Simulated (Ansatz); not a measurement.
## InGaN2 (P3m1, No. 156, 4 atoms in the cell; start mp-1223660)

These are r²SCAN (PAW; Ansatz, a program for electronic structure) values and carry that method's errors.

Numerical settings: plane-wave cutoff 560 eV, 12×12×6 k mesh (along the axes of the cell as run), Fermi–Dirac smearing 0.01 eV, scalar-relativistic PAW data made under PBE.

Cell (relaxed at this level):

```cif
data_GaInN2
_chemical_formula_sum 'In1 Ga1 N2'
_space_group_name_H-M_alt 'P3m1'
_space_group_IT_number 156
_space_group_name_Hall 'P 3 -2"'
_cell_length_a 3.35930
_cell_length_b 3.35930
_cell_length_c 5.50480
_cell_angle_alpha 90.000
_cell_angle_beta 90.000
_cell_angle_gamma 120.000
loop_
_atom_site_label
_atom_site_type_symbol
_atom_site_symmetry_multiplicity
_atom_site_Wyckoff_symbol
_atom_site_fract_x
_atom_site_fract_y
_atom_site_fract_z
_atom_site_occupancy
In1 In 1 a 0.00000 0.00000 0.99763 1
Ga1 Ga 1 c 0.66667 0.33333 0.49549 1
N1 N 1 c 0.66667 0.33333 0.14619 1
N2 N 1 a 0.00000 0.00000 0.60229 1
```

```json
{
  "band_gap": "0.67 eV (on the SCF k mesh)",
  "bulk_modulus": "160 GPa"
}
```

Note: the relaxation could not lower the start's symmetry, so the cell can be a saddle point above a distorted one; the bulk modulus is −V dP/dV from two relaxed cells at ±2 % in volume.

Spin–orbit coupling is not included.

Static lattice: no zero-point or thermal effects.

Cost on a shared machine: around 3 core-minutes (rough).

A start named mp-… is a Materials Project structure, which need not be a measured phase.
